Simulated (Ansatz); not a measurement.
# What pressure 18 GPa does to HfO2

Consider HfO2 in the fluorite structure (space group Fm-3m, No. 225; a = 5.058 Å).

One thing is altered: cell and atoms relaxed at a pressure of 18 GPa.

Level of theory: r2SCAN (Ansatz, a quantum-chemistry and plane-wave program; PAW; 500 eV plane waves; no spin-orbit coupling). Γ-centred 11×11×11 mesh, Fermi–Dirac width 0.05 eV.

| quantity | base | changed | shift |
|---|---|---|---|
| volume per atom | 10.79 Å³ | 10.17 Å³ | -0.62 Å³ |
| density | 10.80 g/cm³ | 11.46 g/cm³ | +0.655 g/cm³ |
| lattice parameter a | 505.8 pm | 496.0 pm | -9.8 pm |
| band gap | 4.30 eV | 4.46 eV | +0.16 eV |
| gap character | direct at X | direct at X | – |
| mean gap deformation potential ΔEg/Δln V | – | -2.6 eV | – |
| width of the top valence band | 1.90 eV | 1.97 eV | +0.07 eV |
| electron mass | 1.1 mₑ along k, 0.76 mₑ across (at X) | 1.1 mₑ along k, 0.73 mₑ across (at X) | – |
| hole mass | 0.28 mₑ along k, 2.9 mₑ across (at X) | 0.28 mₑ along k, 2.8 mₑ across (at X) | – |

With Hf present, leaving out spin-orbit coupling can change the band edges. Load acts through the strain it causes; cell and atoms are relaxed under it. Masses are band curvatures over ±0.01 Å⁻¹ around the edge. Along k means along the line from Γ to the band edge. Stability against distortions was not tested. Competing high-pressure phases were not computed. This is not the structure that HfO2 has at room temperature and ambient pressure.
